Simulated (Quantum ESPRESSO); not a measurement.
# How far to go with the plane-wave cutoff: CoSi₂ (I4mm, 3 atoms in the cell)

```xyz
3
Lattice="0.0000 2.6720 2.6720 2.6720 0.0000 2.6720 2.6720 2.6720 0.0000" Properties=species:S:1:pos:R:3 pbc="T T T"
Co     0.0000     0.0000     0.0500
Si     1.3360     1.3360     1.3360
Si     4.0079     4.0079     4.0079
```

Method of the run: PBEsol, PSlibrary PAW (PBE) pseudopotentials (plane waves; Quantum ESPRESSO).

Base settings: ecutwfc = 50 Ry; ecutrho = 300 Ry; occupations = smearing; smearing = fermi-dirac; degauss = 0.0073499 Ry; input_dft = pbesol; potentials = {Co: Co.pbe-n-kjpaw_psl.1.0.0.UPF, Si: Si.pbe-n-kjpaw_psl.1.0.0.UPF}; K_POINTS = automatic 4 4 4 0 0 0; conv_thr = 1e-10 Ry.

Moved along: ecutrho.

The mesh stays at the base's, so the ladder's end is converged at best in this setting alone.

Only quantities that move along the ladder and can be compared are tabulated.

The count of work is k-points × plane waves × bands × iterations; it is no time. Core times come from one kind of shared machine, to one figure; runs under 30 s give none.

The starting cell has typed, rounded lattice constants, without a prior relaxation at this level. Its lattice was rescaled by up to half a per cent. One atom was moved a little off its site on purpose. Spin polarisation is off. In the base run, with a pressure of about -3 GPa the cell is away from its equilibrium volume at this level. Without a gap this mesh is coarse (it stands for a supercell whose shortest vector is 15 Å).

| ecutwfc | free energy less the last step's (meV/atom) | pressure (GPa) | largest difference of a force vector from the last step's (eV/Å) | count of work / last | core time / last (rough) |
|---|---|---|---|---|---|
| 17.5 Ry | 4891.12 | -229.93 | 0.317 | 0.049 | – |
| 20 Ry | 2117.37 | -124.35 | 0.059 | 0.053 | – |
| 22 Ry | 1120.20 | -77.32 | 0.011 | 0.062 | – |
| 28 Ry | 113.19 | -13.76 | 0.001 | 0.10 | – |
| 35 Ry | 26.35 | -3.00 | 0.002 | 0.17 | 0.4 |
| 45 Ry | 14.75 | -3.61 | 0.001 | 0.24 | 0.7 |
| 50 Ry | 6.88 | -3.41 | 0.001 | 0.27 | 0.4 |
| 60 Ry | 2.54 | -2.94 | 0.000 | 0.35 | 0.8 |
| 75 Ry | 1.37 | -3.01 | 0.000 | 0.49 | 1 |
| 100 Ry | 0.28 | -2.94 | 0.000 | 0.76 | 0.9 |
| 120 Ry | 0.00 | -2.94 | 0.000 | 1.0 | 1 |

Coarsest ecutwfc that holds the free energy within 1 meV/atom of the last step, with all finer ones: 100 Ry; the step before is off by 1.4 meV/atom.

Coarsest ecutwfc that holds the pressure within 0.5 GPa of the last step, with all finer ones: 50 Ry, at 0.27 of the last step's count of work and about 0.4 of the last step's time; the step before is off by 0.67 GPa.

Coarsest ecutwfc that holds the forces within 0.01 eV/Å of the last step, with all finer ones: 28 Ry, at 0.10 of the last step's count of work; the step before is off by 0.011 eV/Å.

At the lowest cutoff the pressure lies 227 GPa under the last step's, the usual sign of Pulay stress in an incomplete plane-wave basis.
